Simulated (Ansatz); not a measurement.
WC, response to strain and stress

Start from WC (space group P-6m2, No. 187; a = 2.899 Å, c = 2.827 Å; relaxed with 0.1 eV smearing). Axes: x lies along a and z along c of the hexagonal cell.

Strains are applied to the cell and any free atomic positions relax; under stress the whole cell relaxes.

Calculations: plane-wave PAW DFT at the PBEsol level (Ansatz, a first-principles code, 420 eV), no spin-orbit coupling.

Candidates:
(a) uniaxial stress, 1 GPa tension along z
(b) strain tensor (xx, yy, zz, yz, xz, xy) = (+1.59, −0.99, +0.45, +1.15, −0.31, −0.43) %
(c) strain tensor (xx, yy, zz, yz, xz, xy) = (−0.66, −1.97, +0.26, +0.18, −0.76, +0.22) %

Notes on the quantities. energy relative to the base: free energy F.

Task: Order them by energy relative to the base, highest first.

Result: (c) strain tensor (xx, yy, zz, yz, xz, xy) = (−0.66, −1.97, +0.26, +0.18, −0.76, +0.22) % (+15 meV/atom), (b) strain tensor (xx, yy, zz, yz, xz, xy) = (+1.59, −0.99, +0.45, +1.15, −0.31, −0.43) % (+13 meV/atom), (a) uniaxial stress, 1 GPa tension along z (0.0 meV/atom)

Beyond what the load breaks, stability against distortions was not tested. The final runs are not spin-polarised.
